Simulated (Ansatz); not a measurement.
**Response to strain in Si**

The parent structure is Si in the diamond structure (space group Fd-3m, No. 227; a = 5.402 Å).

Strains are applied to the cell and any free atomic positions relax.

All numbers come from Ansatz (a program for electronic structure) LDA, spin-orbit coupling left out.

Notes on the quantities. energy relative to the base: free energy F.

| change | width of the top valence band | energy relative to the base | electron mass | shortest interatomic distance |
|---|---|---|---|---|
| base | 3.94 eV | 0 meV/atom | 0.93 mₑ along k, 0.19 mₑ across (off the special points) | 233.9 pm |
| isotropic strain −3.00 % | 4.35 eV | +53 meV/atom | 0.94 mₑ along k, 0.18 mₑ across (off the special points) | 226.9 pm |
| isotropic strain −2.50 % | 4.28 eV | +36 meV/atom | 0.93 mₑ along k, 0.18 mₑ across (off the special points) | 228.1 pm |
| isotropic strain −2.00 % | 4.21 eV | +23 meV/atom | 0.94 mₑ along k, 0.18 mₑ across (off the special points) | 229.2 pm |
| isotropic strain −1.50 % | 4.14 eV | +13 meV/atom | 0.94 mₑ along k, 0.19 mₑ across (off the special points) | 230.4 pm |
| isotropic strain +0.50 % | 3.88 eV | +1.3 meV/atom | 0.93 mₑ along k, 0.19 mₑ across (off the special points) | 235.1 pm |
| isotropic strain +1.50 % | 3.76 eV | +11 meV/atom | 0.93 mₑ along k, 0.19 mₑ across (off the special points) | 237.4 pm |
| isotropic strain +2.00 % | 3.70 eV | +20 meV/atom | 0.93 mₑ along k, 0.19 mₑ across (off the special points) | 238.6 pm |
| isotropic strain +2.50 % | 3.64 eV | +31 meV/atom | 0.93 mₑ along k, 0.20 mₑ across (off the special points) | 239.8 pm |
| isotropic strain +3.00 % | 3.58 eV | +44 meV/atom | 0.93 mₑ along k, 0.20 mₑ across (off the special points) | 240.9 pm |

The levels and masses belong to the bands next to the band gap. Effective masses come from finite differences of ±0.01 Å⁻¹. Along k means along the line from Γ to the band edge. No phonon test of stability was made.
